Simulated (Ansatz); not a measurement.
Effect of isotropic strain −1.50 % on NaCl

The reference is NaCl in the rock salt structure (space group Fm-3m, No. 225; a = 5.601 Å).

Modification: every lattice vector is shortened by 1.50 %; the atoms relax in the strained cell.

All numbers come from Ansatz (an electronic-structure program), PBEsol, PAW, cutoff 420 eV, no spin-orbit coupling. Settings: 10×10×10 k-points, 0.05 eV Fermi–Dirac smearing.

| quantity | base | changed | shift |
|---|---|---|---|
| volume per atom | 21.97 Å³ | 21.00 Å³ | -0.97 Å³ |
| shortest interatomic distance | 2.801 Å | 2.759 Å | -0.042 Å |
| energy relative to the base (free energy F) | 0 meV/atom | +3.9 meV/atom | +3.9 meV/atom |
| pressure | 0.01 GPa | 1.31 GPa | +1.306 GPa |
| band gap | 5.01 eV | 5.19 eV | +0.18 eV |
| gap character | direct at Γ | direct at Γ | – |
| mean gap deformation potential ΔEg/Δln V | – | -3.9 eV | – |
| width of the top valence band | 0.80 eV | 0.86 eV | +0.06 eV |
| electron mass | 0.39 mₑ (at Γ) | 0.38 mₑ (at Γ) | – |
| hole mass (degenerate bands, along [100]) | 0.60, 2.7, 2.7 mₑ (at Γ) | 0.57, 2.6, 2.6 mₑ (at Γ) | – |

Final structure:

```
CELL_PARAMETERS angstrom
      0.00000     2.75872     2.75872
      2.75872     0.00000     2.75872
      2.75872     2.75872     0.00000
ATOMIC_POSITIONS crystal
  Na 0.00000 0.00000 0.00000
  Cl 0.50000 0.50000 0.50000
```

Cost of the whole job for the changed cell (relaxation, final SCF and bands): around 4 core-seconds (rough).

Masses are band curvatures over ±0.01 Å⁻¹ around the edge. No phonon test of stability was made.
